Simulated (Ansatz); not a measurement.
Base system: SnTe in the rock salt structure (space group Fm-3m, No. 225; a = 6.371 Å). Axes: x, y, z lie along the cube axes.

Perturbation: a pure shear with ε_xz = ε_zx = 0.0039, atoms relaxed at fixed cell.

Levels (all Ansatz, an electronic-structure program, PAW, earlier PAW set): r2SCAN (500 eV, no spin-orbit coupling); HSE06 (420 eV, spin-orbit coupling left out); HSE06+SOC (420 eV, noncollinear with spin-orbit coupling).

One geometry, relaxed with r2SCAN, under each level:

```tsv
level	band gap	lowest conduction level above the VBM at special points
r2SCAN	0.08 eV	R 0.08 eV; S 0.13 eV; W 0.82 eV; Γ 3.32 eV
HSE06	…	…
HSE06+SOC	zero	–
```

Give the withheld HSE06 results.


- HSE06, band gap: 0.19 eV
- HSE06, lowest conduction level above the VBM at special points: R 0.19 eV; S 0.24 eV; W 1.07 eV; Γ 3.75 eV

Single points use the geometry relaxed with r2SCAN. The hybrid gap comes from the SCF mesh plus the semilocal run's edge points and a few special points and is an upper bound. The spin-orbit shifts are approximate. Spin-orbit coupling, missing from the scalar runs, can matter with Te. The cells carry an imposed strain or load. Stability against distortions was not tested. A zero or small gap of SnTe can be the functional's error rather than a property of the material. k-point labels follow each cell's own Brillouin zone.
